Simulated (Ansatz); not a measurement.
## Ta₂SnN (model structure, started from the MAX type, P6₃/mmc, No. 194, 8 atoms in the cell): properties by level of theory

```tsv
level (code)	equilibrium lattice constant a (Å)	lattice parameter c (Å)	bulk modulus (GPa)	cohesive energy (eV/atom)
PBE (Ansatz)	(withheld)	13.579	(withheld)	(withheld)
PBEsol (Ansatz)	(withheld)	13.456	191	7.24
r²SCAN (Ansatz)	(withheld)	13.405	(withheld)	(withheld)
```

Task: What belongs in the gaps?

Result: 
- PBE (Ansatz, a quantum-chemistry and plane-wave program), equilibrium lattice constant a (Å): 3.270
- PBE (Ansatz), bulk modulus (GPa): 173
- PBE (Ansatz), cohesive energy (eV/atom): 6.55
- PBEsol (Ansatz), equilibrium lattice constant a (Å): 3.230
- r²SCAN (Ansatz), equilibrium lattice constant a (Å): 3.265
- r²SCAN (Ansatz), bulk modulus (GPa): 179
- r²SCAN (Ansatz), cohesive energy (eV/atom): 6.40

Caveats: the bulk modulus is −V dP/dV from two relaxed cells at ±2 % in volume (PBE, PBEsol, r²SCAN). Ansatz's density-functional and Hartree–Fock values are scalar-relativistic unless marked +SOC, with PAW data made under PBE.

Free atoms are spin-polarised, in the lowest state found; at levels without +SOC their spin–orbit coupling is left out.

A model structure was made by putting elements into a prototype or built by hand; it is no filed structure, need not be a known phase, and can be a saddle point held by its symmetry.
